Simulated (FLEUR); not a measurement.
FLEUR run on InSe (P6_3/mmc, 8 atoms in the cell): self-consistent single point.

Method of the run: FLEUR with PBE, all-electron FLAPW (FLEUR), scalar-relativistic valence.

The change in words: lattice scaled by 0.98. Reference geometry:
```yaml
crystal:
  lattice:
    - [4.01344, 0.00000, 0.00000]
    - [-2.00672, 3.47574, 0.00000]
    - [0.00000, 0.00000, 17.30644]
  atoms:
    - { symbol: In, position: [0.33333, 0.66667, 0.33030] }
    - { symbol: In, position: [0.66667, 0.33333, 0.66970] }
    - { symbol: In, position: [0.66667, 0.33333, 0.83030] }
    - { symbol: In, position: [0.33333, 0.66667, 0.16970] }
    - { symbol: Se, position: [0.33333, 0.66667, 0.59732] }
    - { symbol: Se, position: [0.66667, 0.33333, 0.40268] }
    - { symbol: Se, position: [0.66667, 0.33333, 0.09732] }
    - { symbol: Se, position: [0.33333, 0.66667, 0.90268] }
```

Reference input (self-consistent single point, DFT, PBE, all-electron FLAPW (FLEUR), scalar-relativistic valence): Kmax = 4.3 1/bohr; GmaxXC = 15 1/bohr; xcFunctional = pbe; jspins = 1; l_soc = F; mode = hist; fermiSmearingEnergy = 0.00183747 Htr; mesh (inpgen div1-3) = 5 5 1; inpgen gamma flag = false; Gmax = 15 1/bohr; numbands = 0; maxIterBroyd = 25. This run's input differs from it in these lines:

```diff
@@ -3,6 +3,6 @@
 &input film=f /
-1.0000000000 0.0000000088 0.0000000000
--0.5000000076 0.8660253994 0.0000000000
-0.0000000000 0.0000000000 4.3121238346
-7.5842983496
+1.0000000000 0.0000000728 0.0000000000
+-0.5000000631 0.8660253674 0.0000000000
+0.0000000000 0.0000000000 4.3121240597
+7.4326119158
 1.0 1.0 1.0
@@ -49,5 +49,5 @@
          <bravaisMatrix>
-            <row-1>    7.5842983496000000     0.0000000667418255     0.0000000000000000</row-1>
-            <row-2>   -3.7921492324406674     6.5681950073811013     0.0000000000000000</row-2>
-            <row-3>    0.0000000000000000     0.0000000000000000    32.7044336820276058</row-3>
+            <row-1>    7.4326119157999999     0.0000005410941475     0.0000000000000000</row-1>
+            <row-2>   -3.7163064268978117     6.4368304651223127     0.0000000000000000</row-2>
+            <row-3>    0.0000000000000000     0.0000000000000000    32.0503446685340947</row-3>
          </bravaisMatrix>
```

Output, abridged:

```
 Iteration:     1   Distance:       5.50680445 me/bohr^3
 Iteration:     2   Distance:       5.05519533 me/bohr^3
 Iteration:     3   Distance:       2.98400865 me/bohr^3
 Iteration:     4   Distance:       1.35841047 me/bohr^3
 Iteration:     5   Distance:       1.14156470 me/bohr^3
   [... 8 lines left out ...]
 Iteration:    14   Distance:       0.00016649 me/bohr^3
 Iteration:    15   Distance:       0.00014669 me/bohr^3
 Iteration:    16   Distance:       0.00002173 me/bohr^3
 Iteration:    17   Distance:       0.00000397 me/bohr^3
 Reset of history
 Run finished successfully
 Stop message:
   Structural relaxation: new displacements generated

[file out, last iteration]
             iter=     18
[...]
          total density-effective poten   -5.4478546548E+04
          total charge density-energy d   -9.9258704470E+02
 Updated energy parameters for spin:           1
[...]
 fermi energy and band-weighting factors:
   [... 8 lines left out ...]

[...]
FERMIE:
          first approx. to ef    (T=0)  :   0.198449 htr   (energy of the highest occ. eigenvalue)
          number of occ. states  (T=0)  :        290
          first approx. to seigv (T=0)  : -75.196432 htr
          sum of weights of occ. states :  58.000000
          sum of semicore charge        :   0.000000 e
FERHIS:  Fermi-Energy by histogram:
          bandgap                     :   0.028498 htr
   [... lines left out ...]
          charge neutrality (T=0)     :   0.000000    (zero if the highest occ. eigenvalue is "entirely" occupied)
     EF_NEWTON:  Adjust Fermi-Energy by Newton-Method.
 Direct bandgap for spin            1 :    2.8497679479482230E-002  Htr
 ---->    free energy=                    -33254.2939338693 htr
   [... lines left out ...]
      extrapolation for T->0
 ---->    total electron energy=          -33254.2939333177 htr
 ***** TOTAL FORCES ON ATOMS *****
 TOTAL FORCE FOR ATOM TYPE=  1  X=  3.716   Y= -2.146   Z= 10.586
                       FX_TOT= 0.000000 FY_TOT= 0.000000 FZ_TOT=-0.009407
 TOTAL FORCE FOR ATOM TYPE=  2  X=  3.716   Y= -2.146   Z=-12.906
                       FX_TOT= 0.000000 FY_TOT= 0.000000 FZ_TOT=-0.018369
```

The run converged in 17 iterations. FLEUR gives forces in its relaxation mode, with a further iteration, so its stop message speaks of a relaxation. Against the reference run the free energy goes up by 54.4 meV/atom, the largest force goes from 0.400 to 0.945 eV/Å and the gap on the mesh goes from 0.596 to 0.775 eV.

The starting cell comes from a database of computed structures (which also holds hypothetical and non-ambient phases and stackings), without a prior relaxation at this level. Its lattice was rescaled by a random factor within 2.5 % of one. For this run, on top of that: lattice scaled by 0.98. Values depend on the basis (sphere radii, cutoffs, local orbitals), which need not be converged.

Cost on one core of a shared machine: roughly 6 min.
